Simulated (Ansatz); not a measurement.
We consider fluorite AuAl2, described by PBEsol (Ansatz, a first-principles code, plane waves, PAW).

Run with plane-wave cutoff 500 eV, 16×16×16 k mesh, Fermi–Dirac smearing 0.1 eV, scalar-relativistic PAW data made under PBE.

Computed at the level's own relaxed cell.

Task: Give the computed volume per atom and equilibrium lattice constant a.

Result: 
* **volume per atom**: 18.03 Å³/atom
* **equilibrium lattice constant a**: 6.003 Å

Spin–orbit coupling is not included; it can shift volumes and moduli of such heavy elements.

Computed values are for the static lattice.

Cost on a shared machine: about 50 core-seconds (a rough figure).
